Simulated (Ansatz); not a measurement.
Take Rb₂InAgF₆ (space group Fm-3m, No. 225; a = 8.917 Å; a cell from a computed database, its experimental status unchecked) as the base. Axes: x, y, z lie along the cube axes.

All numbers come from r2SCAN/PAW in Ansatz (a program for electronic structure), without spin-orbit coupling.

Strains are applied to the cell and any free atomic positions relax; under biaxial strain the out-of-plane vector relaxes too.

One change was made to it. Results:

```json
[
 {"quantity": "band gap", "base": "2.35 eV", "after": "2.66 eV"},
 {"quantity": "electron mass", "base": "0.47 mₑ (at Γ)", "after": "0.49 mₑ (at Γ)"},
 {"quantity": "energy relative to the base (free energy F)", "base": "0 meV/atom", "after": "+29 meV/atom"},
 {"quantity": "pressure", "base": "0.00 GPa", "after": "-4.03 GPa"}
]
```

Problem. What was done to the base?
(A) isotropic strain −2.65 %
(B) biaxial strain +1.13 %, plane normal [001], relaxed out of plane
(C) isotropic strain +3.71 %
(D) biaxial strain −0.60 %, plane normal [111], relaxed out of plane

Solution. C, isotropic strain +3.71 %. For comparison, the band gap in the other runs: isotropic strain −2.65 % gives 2.17 eV; biaxial strain −0.60 %, plane normal [111], relaxed out of plane gives 2.34 eV; biaxial strain +1.13 %, plane normal [001], relaxed out of plane gives 2.31 eV.

Effective masses come from finite differences of ±0.01 Å⁻¹. No phonon test of stability was made.
